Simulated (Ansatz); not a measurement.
Consider LaN in the zinc blende structure (space group F-43m, No. 216; a = 5.546 Å; a hypothetical phase, not in the database extracts checked).

It is then changed as follows: a hydrostatic pressure of 7.5 GPa.

Levels (all Ansatz, an electronic-structure program, PAW): PBEsol (420 eV, spin-orbit coupling left out); PBEsol+SOC (420 eV, with spin-orbit coupling).

The geometry is relaxed with PBEsol.

```
Item                          Result
--------------------------  --------
PBEsol pressure             7.50 GPa
PBEsol band gap              1.08 eV
PBEsol smallest direct gap   2.33 eV
```

With PBEsol+SOC at the same geometry, the pressure shrinks by 0.08 GPa (7.50 GPa → 7.42 GPa); the band gap decreases by 0.11 eV, from 1.08 eV to 0.97 eV; the smallest direct gap decreases by 0.10 eV (2.33 eV → 2.23 eV).

Single points use the geometry relaxed with PBEsol. The spin-orbit shifts are approximate. Load acts through the strain it causes; cell and atoms are relaxed under it. Whether these cells are dynamically stable was not tested. Competing high-pressure phases were not computed.
